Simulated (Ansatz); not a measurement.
**Worked example: self-consistent single point of VH₂ (I4mm, 3 atoms in the cell) in Ansatz (a program for electronic structure)**

Method of the run: PBEsol, default PAW files made with PBE (plane waves; Ansatz).

This input was run:

Ansatz 0.2 input:
```yaml
crystal:
  lattice:
    - [0.000000, 2.103873, 2.103873]
    - [2.103873, 0.000000, 2.103873]
    - [2.103873, 2.103873, 0.000000]
  atoms:
    - { symbol: V, position: [0.011883, 0.011883, -0.011883] }
    - { symbol: H, position: [0.750000, 0.750000, 0.750000] }
    - { symbol: H, position: [0.250000, 0.250000, 0.250000] }
basis:
  ecutwfc: 420.0
kpoints:
  mp_grid: { grid: [13, 13, 13] }
hamiltonian:
  xc: pbesol
  pseudopotentials: { kind: paw }
scf:
  occupations: { method: gaussian, width: 0.1 }
output:
  forces: true
  eigenvalues: true
  stress: true
```

Output, abridged:

```
WARN ansatz: RAYON_NUM_THREADS=1 ignored (pool sized by the plan → 1); use --threads N
Pseudopotentials: kind: paw
Pseudopotential: V, paw, valence charge 13
Pseudopotential: H, paw, valence charge 1
Crystal: 3 atoms, lattice volume = 18.625 Å³
Basis set: ecut = 420 eV, 339 PW (Γ), exchange–correlation on 40×40×40 points (8 copies of the dense FFT grid, shifted against one another)
Bands: 12, of which v1, the nominal top of the filled ones, is band 8 counted from 1 (7 counted from 0)
Symmetry: 8 space group operations
Space group: I4mm (ITA 107), of the structure as read, at distance tolerance 2.7e-5 Å
k-points: 196 of 2197 (time reversal used)
PAW frozen core: V, regenerated for the run's functional, and the local potential with it
Initial density: superposition of atomic densities (neutral atoms: chi_scale 0, normalization atom), corrected by the library's trained network
Initial wavefunctions: pseudopotential atomic-orbital guess
Eigensolver: davidson
Functional: x = pbesol(κ = 0.804, μ = 0.12345679012345678), c = pbesol(β = 0.046)
SCF iter   1: F=—  HF=-2917.425824 eV  |F-HF|=—  |Δ(HF+E_count)|=         —  Δρ=9.76e-3  dr2=7.49e-3  ethr=1.77e-3  ⟨swp⟩=4.0  Hψ=11266  notcnv=0
all-band conjugate gradients solve this SCF's bands
preconditioner: auto → none
SCF iter   2: F=—  HF=-2917.424472 eV  |F-HF|=—  |Δ(HF+E_count)|=   1.35e-3  Δρ=5.66e-3  dr2=2.96e-3  ethr=4.99e-5  ⟨swp⟩=1.0  Hψ=3920  notcnv=0
SCF iter   3: F=—  HF=-2917.423717 eV  |F-HF|=—  |Δ(HF+E_count)|=   7.55e-4  Δρ=6.70e-4  dr2=4.10e-5  ethr=1.98e-5  ⟨swp⟩=1.8  Hψ=2563  notcnv=0
SCF iter   4: F=—  HF=-2917.423707 eV  |F-HF|=—  |Δ(HF+E_count)|=   1.01e-5  Δρ=9.75e-5  dr2=5.51e-7  ethr=2.73e-7  ⟨swp⟩=2.0  Hψ=3781  notcnv=0
iter 5 did not close the SCF: its close was put off for the readings that it lacked (scf_convergence_deferred on its scf_iter line)
SCF iter   5: F=-2917.423707 eV  HF=-2917.423707 eV  |F-HF|=5.93e-9  |Δ(HF+E_count)|=   6.32e-7  Δρ=1.32e-5  dr2=1.79e-8  ethr=3.67e-9  ⟨swp⟩=2.5  Hψ=3357  notcnv=0
SCF iter   6: F=-2917.423707 eV  HF=-2917.423707 eV  |F-HF|=6.67e-10  |Δ(HF+E_count)|=   1.63e-9  Δρ=2.54e-6  dr2=6.62e-10  ethr=1.20e-10  ⟨swp⟩=2.3  Hψ=7813  notcnv=0
SCF 1 converged in 6 iterations: F = -2917.423707 eV  dr2 = 6.62e-10
SCF converged after 6 iterations
Free energy (F): -2917.423707 eV
Harris-Foulkes:  -2917.423707 eV  (|F-HF|=6.67e-10)
Internal energy: -2917.416033 eV  (E = F + TS)
E sigma→0 (E₀):  -2917.419870 eV
Entropy (-TS):   -0.007674 eV (-2.558 meV/atom)
Fermi energy:    13.628072 eV
--- Per-component energies (eV) ---
  E_band       = -183.736417
  E_kinetic    = 366.325229
  E_local      = -1059.870382  (includes V_loc(G=0)·N_el)
  E_nonlocal   = -41.197076
  E_hartree    = 470.143630
  E_xc         = -148.570215
  E_vxc        = -189.812845  (∫ρ·V_xc dr)
  E_paw        = -1087.904409  (= ΣΔE_a)
  E_vpaw       = -199.466203  (= ΣTr[D̂ρ^β])
  E_aug_tail   = -0.002457  (compensation charges beyond the density's cutoff)
  E_ewald      = -1416.490032
  E_core_change = 0.149679  (= ΣΔE_core)
  E_smearing   = -0.007674  (= −TS)
  E_closure    = -0.000000  (closes the sum)
  Σ components = -2917.423707   (vs F -2917.423707, Δ=0.00e0)
--- Forces (eV/Å), atoms counted from 1 ---
  atom   1  V      0.00000000     0.00000000    -0.47675075
  atom   2  H      0.00000000    -0.00000000     0.23837683
  atom   3  H      0.00000000     0.00000000     0.23837683
  max |Σ_I F_I| component: 2.91e-6 eV/Å
--- Stress (GPa, compression-positive) ---
       -5.244518       0.000000       0.000000
        0.000000      -5.244518       0.000000
        0.000000       0.000000      -5.513461
  P = ⅓ Tr σ = -5.3342 GPa (-53.342 kbar)
  The stress holds the Pulay correction. Without it, at fixed plane waves, as pw.x and ABINIT print it: P = -5.6292 GPa
--- Band table (eV; the first three rows and the last of 196) ---
  k-point 0: bands = ["-50.6318", "-24.4175", "-24.4175", "-24.4172", "2.0661", "12.5517", "12.6400", "12.6400", "14.4267", "14.4284", "15.0557", "29.7331"]
  k-point 1: bands = ["-50.6284", "-24.4404", "-24.4203", "-24.4202", "2.2269", "11.8763", "12.6907", "12.7017", "14.3915", "14.3932", "15.8325", "28.1659"]
  k-point 2: bands = ["-50.6191", "-24.5039", "-24.4283", "-24.4282", "2.6912", "10.7490", "12.8376", "12.8481", "14.3325", "14.3344", "17.1686", "26.1065"]
  k-point 195: bands = ["-50.5540", "-24.7908", "-24.5597", "-24.5465", "7.1373", "7.9891", "10.0238", "15.2068", "15.2922", "15.4631", "20.3434", "20.7404"]
```

The run converged in 6 iterations.

The starting cell comes from a database of computed structures (which also holds hypothetical and non-ambient phases and stackings), without a prior relaxation at this level. Its lattice was rescaled by up to half a per cent. One atom was moved a little off its site on purpose. Spin polarisation is off. With a pressure of about -5 GPa the cell is away from its equilibrium volume at this level. Ansatz's pressure includes its estimate of the finite-basis (Pulay) stress.
